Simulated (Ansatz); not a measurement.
MgTe: energy against strain

MgTe (zinc blende, F-43m, 32.280 Å³/atom at rest) under an equal strain ε in the (001) plane with the normal axis free, as in a coherent film. LDA in Ansatz, a plane-wave DFT program (PAW, default set), 420 eV, 9×9×9 Γ-centred mesh, Fermi-Dirac smearing 0.05 eV; ions are relaxed within the symmetry of each cell.

Here s stands for strain and y for E less E0.

```csv
strain (%),E less E0 (meV/atom)
-1.50,1.67
-1.00,0.73
-0.50,0.18
0.00,0.00
0.50,0.17
1.00,0.67
1.50,1.49
3.00,?
```

Taking a parabola for y over the 7 complete rows: Least squares gives y = -0.001 - 0.0479·s + 0.7024·s². Residuals (row less fit): 0.019, -0.019, -0.019, 0.001, 0.019, 0.016, -0.018; standard error 0.022 (degrees of freedom: 4). Twice the quadratic coefficient over the volume, 2 × 0.7024 meV × 10⁴ × 0.1602 / 32.280 Å³, is twice the biaxial elastic modulus of this plane = 70 ± 1.0 GPa.

Problem. Estimate the missing y (s = 3.00); what did the run itself give?

Solution. y = -0.001 - 0.0479 × 3.0 + 0.7024 × 3.0² = 6.177 meV/atom. The calculation gives 5.73 meV/atom, 0.447 meV/atom below the prediction (7.8 % of the range of y in the table). The row lies outside the fitted rows, so this is an extrapolation. From the scatter of the fitted rows alone, a prediction at this place has a standard error of 0.086 meV/atom, so the miss is 5.2 times that.

One order more, fitted to all 13 runs of the series, follows each within 0.01, so the miss is the next term of a smooth law. MgTe stands in this structure, whereas wurtzite is the usual form. Rows are the converged runs of the series near zero and its far end; series whose fitted rows scatter by over a few per cent of the range, as at a crossing or softening among them, aren't shown in this form. Most that stay on the fit to the last digits aren't either.
